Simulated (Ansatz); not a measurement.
We consider Si3N4 (P6₃/m, No. 176), described by PBEsol in Ansatz (plane waves, PAW).

Settings: plane-wave cutoff 520 eV, 6×6×12 k mesh (along the axes of the cell as run), scalar-relativistic PAW data made under PBE.

Cell (relaxed at this level):

```yaml
crystal:
  lattice:
    - [7.62495, 0.00000, 0.00000]
    - [-3.81247, 6.60340, 0.00000]
    - [0.00000, 0.00000, 2.91048]
  atoms:
    - { symbol: Si, position: [0.17394, 0.76756, 0.25000] }
    - { symbol: Si, position: [0.40638, 0.17394, 0.75000] }
    - { symbol: Si, position: [0.23244, 0.40638, 0.25000] }
    - { symbol: Si, position: [0.82606, 0.23244, 0.75000] }
    - { symbol: Si, position: [0.59362, 0.82606, 0.25000] }
    - { symbol: Si, position: [0.76756, 0.59362, 0.75000] }
    - { symbol: N, position: [0.33333, 0.66667, 0.25000] }
    - { symbol: N, position: [0.66667, 0.33333, 0.75000] }
    - { symbol: N, position: [0.33000, 0.02961, 0.25000] }
    - { symbol: N, position: [0.30040, 0.33000, 0.75000] }
    - { symbol: N, position: [0.97039, 0.30040, 0.25000] }
    - { symbol: N, position: [0.67000, 0.97039, 0.75000] }
    - { symbol: N, position: [0.69960, 0.67000, 0.25000] }
    - { symbol: N, position: [0.02961, 0.69960, 0.75000] }
```

Problem. What does this level give for the Voigt–Reuss–Hill bulk modulus, Voigt–Reuss–Hill shear modulus (Hill average), Young modulus and Poisson ratio?

Solution. 
- Voigt–Reuss–Hill bulk modulus = 242 GPa
- Voigt–Reuss–Hill shear modulus (Hill average) = 118 GPa
- Young modulus = 304 GPa
- Poisson ratio = 0.291

Elastic constants are with the ions relaxed.

Computed values are for the static lattice.

Computing time: very roughly 90 core-minutes.

Ansatz is an electronic-structure program.
